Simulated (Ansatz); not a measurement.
Start from BaTiO$_{3}$ in the cubic perovskite structure (space group Pm-3m, No. 221).

Levels (all Ansatz, a program for electronic structure, PAW, earlier PAW set): PBE (420 eV, no spin-orbit coupling); r2SCAN (500 eV, no spin-orbit coupling); HSE06 (420 eV, scalar-relativistic without spin-orbit coupling); PBE+SOC (420 eV, with spin-orbit coupling).

Levels that relaxed their own cell: PBE.

Measured: band gap 3.2 eV (temperature not stated; as listed in Yu-ichiro Matsushita, Kazuma Nakamura, Atsushi Oshiyama, Physical Review B (2011)).

Problem. What do the calculations give for these quantities, and how do they miss?

Solution. 
| level | band gap |
|---|---|
| PBE | 1.79 eV |
| r2SCAN | 2.13 eV |
| HSE06 | 3.17 eV |
| PBE+SOC | 1.77 eV |

Computed minus measured — band gap: PBE -1.41 eV, r2SCAN -1.07 eV, HSE06 -0.03 eV, PBE+SOC -1.43 eV (closest: HSE06). Measured values not marked as corrected hold thermal and zero-point effects that the static-lattice runs lack. A measured gap can be an optical one, lowered by exciton binding. Levels without spin-orbit coupling miss its effect on the gap.

Single points use the geometry relaxed with PBE. The hybrid gap comes from the SCF mesh plus the semilocal run's edge points and a few special points and is an upper bound. The spin-orbit shifts are approximate. Whether these cells are dynamically stable was not tested. The runs without spin-orbit coupling are not spin-polarised. Many cubic perovskites are stable only at high temperature; tilts and polar distortions were not tested. This is not the structure that BaTiO3 has at room temperature and ambient pressure.
